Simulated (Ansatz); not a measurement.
**What Sn vacancy, symmetric start does to SnS2**

The parent structure is a 12-atom supercell of SnS2 in the CdI2 type structure (space group P-3m1, No. 164; a = 3.6694 Å, c = 5.8062 Å; layered, stacked along the Cartesian z axis) at its relaxed geometry.

Now apply this change: a neutral Sn vacancy, symmetric start, atoms relaxed at fixed cell.

Computed with PBE-D3(BJ) in Ansatz (plane waves to 420 eV, PAW, spin-orbit coupling left out). Settings: 6×6×6 k-points, 0.01 eV Fermi–Dirac smearing.

The pressure goes from zero to -1.7 GPa and the energy gained by relaxation amounts to 0.05 eV. The largest displacement of a host atom from its site in the perfect cell amounts to 0.07 Å and the mean distance from the defect site to its nearest host atoms falls by 0.105 bohr (4.88 bohr → 4.78 bohr).

Final structure:

```yaml
crystal:
  lattice:
    - [7.33879, 0.00000, 0.00000]
    - [-3.66939, 6.35558, 0.00000]
    - [3.66939, 6.35558, 5.80621]
  atoms:
    - { symbol: Sn, position: [0.00000, 0.50000, 0.00000] }
    - { symbol: Sn, position: [0.50000, 0.00000, 0.00000] }
    - { symbol: Sn, position: [0.50000, 0.50000, 0.00000] }
    - { symbol: S, position: [0.92056, 0.08521, 0.24409] }
    - { symbol: S, position: [0.92056, 0.59126, 0.24409] }
    - { symbol: S, position: [0.40280, 0.06946, 0.26387] }
    - { symbol: S, position: [0.42661, 0.59126, 0.24409] }
    - { symbol: S, position: [0.57339, 0.40874, 0.75591] }
    - { symbol: S, position: [0.59720, 0.93054, 0.73613] }
    - { symbol: S, position: [0.07944, 0.40874, 0.75591] }
    - { symbol: S, position: [0.07944, 0.91479, 0.75591] }
```

The magnetic state is the one reached from the starting moments; the real material's order can differ, and small cells can't hold many antiferromagnetic ones. In so small a cell the defect repeats every few ångströms: this is an ordered compound, not a dilute defect. A case with no gap was solved on a k-mesh chosen for an insulator, which is coarse for it. The defect started on the symmetric site and kept its symmetry, so it may sit on a saddle. The defect cell is spin-polarised and ends with 3.9 μB.

Ansatz is a program for electronic structure.
